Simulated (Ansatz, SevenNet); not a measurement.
**Ladder of methods for the elastic constant C44 of AlB2-type TiB₂**

Reference value: 260 GPa (measured, temperature not stated, no zero-point or thermal correction; as tabulated in Liu et al. (2023), arXiv:2002.00005).

```
level (code)           value (GPa)  cell (Å³/atom)  difference (%)
---------------------  -----------  --------------  --------------
SevenNet-0 (SevenNet)          151            8.59             -42
LDA (Ansatz)                   289            8.17           +11.2
PBE (Ansatz)                   258            8.56            -0.8
PBEsol (Ansatz)                276            8.37            +6.2
r²SCAN (Ansatz)                266            8.51            +2.3
```

The reference's temperature isn't stated, so close values are not ranked against it. Off by more than 25 % (a bound picked here): SevenNet-0 (-42 %).

The reference has no zero-point or thermal correction, while the calculations are for a static lattice, so the differences are not the levels' errors alone. A static lattice is as a rule stiffer than a warm one, by over a tenth in soft solids.  Each level is taken at its own relaxed cell. Cutoffs differ between the levels. Ansatz's density-functional and Hartree–Fock values are scalar-relativistic unless marked +SOC, with PAW data made under PBE.

Machine-learned potentials (SevenNet-0) are trained on DFT data, which may include these solids.

Differences are worked out from the printed values.

Ansatz is an electronic-structure program.
